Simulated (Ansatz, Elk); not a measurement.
An Elk input for a self-consistent single point of C (Fd-3m, 2 atoms in the cell) (DFT, PBE, all-electron FP-LAPW, Elk's shipped species files, APW+lo basis with extra local orbitals):

```
tasks
  0

xctype
  20

rgkmax
  7.5

gmaxvr
  16.0

nxlo
  2

lorbcnd
  .true.

lmaxi
  2

stype
  0

swidth
  0.0001

maxscl
  100

scale
  1.889726125

avec
    0.0000000000    1.7583770000    1.7583770000
    1.7583770000    0.0000000000    1.7583770000
    1.7583770000    1.7583770000    0.0000000000

sppath
  './'

atoms
  1
  'C.in'
  2
  0.5000000000  0.5000000000  0.5000000000    0.0 0.0 0.0
  0.7500000000  0.7500000000  0.7500000000    0.0 0.0 0.0

ngridk
  13 13 13
```

Question: Write the same calculation as an input for Ansatz (a program for electronic structure).

Answer: One input that does it (others would too):

Ansatz 0.2 input:
```yaml
crystal:
  lattice:
    - [0.000000, 1.758377, 1.758377]
    - [1.758377, 0.000000, 1.758377]
    - [1.758377, 1.758377, 0.000000]
  atoms:
    - { symbol: C, position: [0.500000, 0.500000, 0.500000] }
    - { symbol: C, position: [0.750000, 0.750000, 0.750000] }
basis:
  ecutwfc: 420.0 eV
kpoints:
  mp_grid:
    grid: [13, 13, 13]
hamiltonian:
  xc: pbe
  pseudopotentials:
    kind: paw
scf:
  occupations:
    method: fixed
output:
  forces: true
  eigenvalues: true
  stress: true
```

Basis settings and potentials, where a program has them, do not carry over. This input uses DFT, PBE, plane waves, default PAW files. Both were run: gap on the mesh 4.250 eV in Elk and 4.242 in Ansatz.

On Elk: the starting cell comes from a database of computed structures (which also holds hypothetical and non-ambient phases and stackings), without a prior relaxation at this level. Its lattice was rescaled by a random factor within 2.5 % of one. For this run, on top of that: lattice scaled by 0.98. Values depend on the basis (sphere radii, cutoffs, local orbitals), which need not be converged.

On Ansatz: the starting cell comes from a database of computed structures (which also holds hypothetical and non-ambient phases and stackings), without a prior relaxation at this level. Its lattice was rescaled by a random factor within 2.5 % of one. For this run, on top of that: lattice scaled by 0.98. With a pressure of about 22 GPa the cell is away from its equilibrium volume at this level.
